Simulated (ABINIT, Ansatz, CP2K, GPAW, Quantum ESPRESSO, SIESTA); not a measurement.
One structure in several programs: TlBi2 (P6/mmm, 3 atoms in the cell)

Self-consistent single point, at a second geometry (lattice scaled by 0.98). First geometry:

```yaml
crystal:
  lattice:
    - [5.70866, 0.00000, 0.00000]
    - [-2.85433, 4.94384, 0.00000]
    - [0.00000, 0.00000, 3.39376]
  atoms:
    - { symbol: Tl, position: [0.00000, 0.00000, 0.00000] }
    - { symbol: Bi, position: [0.66667, 0.33333, 0.50000] }
    - { symbol: Bi, position: [0.33333, 0.66667, 0.50000] }
```

Shared settings, as Ansatz (a quantum-chemistry and plane-wave program) writes them: kpoints.mp_grid.grid = 6 6 8; scf.occupations.method = gaussian; scf.occupations.width = 0.01 Ry. Potentials and cutoffs stand in the table.

```
code                                                                                                                                 model  ΔF from the first geometry (meV/atom)  pressure (GPa)       cutoff
----------------  ------------------------------------------------------------------------------------------------------------------------  -------------------------------------  --------------  -----------
SIESTA            LDA PW92, numerical atomic orbitals TZP, PseudoDojo LDA standard norm-conserving potentials (rewritten from UPF to PSML)                                  -24.4           -0.76  grid 400 Ry
ABINIT                                                                                                  LDA (PW92), PAW (JTH v2.0 LDA PAW)                                  -24.1           -1.14        40 Ry
Ansatz                                                                                                 LDA (PW92), PAW files made with PBE                                  -23.9           -0.69      30.9 Ry
CP2K                                                  LDA (Pade form), GPW, DZVP-MOLOPT-SR-GTH basis, GTH-PADE potentials (GTH_POTENTIALS)                                  -16.4            0.00  grid 500 Ry
GPAW                                                                         LDA (Perdew-Wang 92), GPAW PAW datasets LDA (gpaw-data 1.0.1)                                  -25.8           -0.90       600 eV
Quantum ESPRESSO                                                    LDA (PW92), PseudoDojo standard norm-conserving (LDA) pseudopotentials                                  -25.0           -0.80        70 Ry
```

For ABINIT (by 0.4 GPa) the energy change implies a higher mean pressure, against the two pressures, than for the other programs: a sign of finite-basis (Pulay) stress.

On Ansatz's run: spin-orbit coupling is off.

The spread over the programs that give each value: ΔF from the first geometry within 9.4 meV/atom; pressure within 1.14 GPa.

SIESTA and CP2K use small atom-centred bases, whose incompleteness enters pressures, forces and empty levels differently from a plane-wave cutoff. Ansatz's pressure is given at a fixed set of plane waves, as the other plane-wave codes print theirs.

The starting cell comes from a database of computed structures (which also holds hypothetical and non-ambient phases and stackings), without a prior relaxation at this level. For this run, on top of that: lattice scaled by 0.98.

Left out of this page: Elk and FLEUR (not drawn, or without a comparable value).

Keys are those of Ansatz 0.2.
